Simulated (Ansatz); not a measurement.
## SiC with two functionals

The reference is SiC in the wurtzite structure (space group P6_3mc, No. 186; a = 3.0920 Å, c = 5.0743 Å).

(Cell as relaxed with PBE.)

Levels (all Ansatz, an electronic-structure program, PAW): PBE (420 eV, no spin-orbit coupling); r2SCAN (500 eV, no spin-orbit coupling).

Each level relaxes its own structure.

| quantity | PBE | r2SCAN |
|---|---|---|
| volume per atom | 10.50 Å³ | (withheld) |
| lattice parameter a | 3.092 Å | (withheld) |
| lattice parameter c | 5.074 Å | (withheld) |
| band gap | 2.31 eV | (withheld) |
| gap character | indirect, Γ → K | (withheld) |
| electron mass | 0.27 mₑ along c, 0.44 mₑ across | (withheld) |

Given the PBE results, estimate those of r2SCAN.


- volume per atom, r2SCAN: 10.34 Å³
- lattice parameter a, r2SCAN: 3.075 Å
- lattice parameter c, r2SCAN: 5.048 Å
- band gap, r2SCAN: 2.65 eV
- gap character, r2SCAN: indirect, Γ → K
- electron mass, r2SCAN: 0.26 mₑ along c, 0.43 mₑ across

PBE's volume per atom lies 0.166 Å³ above r2SCAN's (1.6 %); PBE's lattice parameter a lies 0.017 Å above r2SCAN's (0.5 %); PBE's lattice parameter c lies 0.026 Å above r2SCAN's (0.5 %); PBE's band gap lies 0.34 eV below r2SCAN's; the two agree on the gap character. Neither level is exact; r2SCAN is the comparison here, not a measurement.

Effective masses come from finite differences of ±0.01 Å⁻¹. Stability against distortions was not tested.
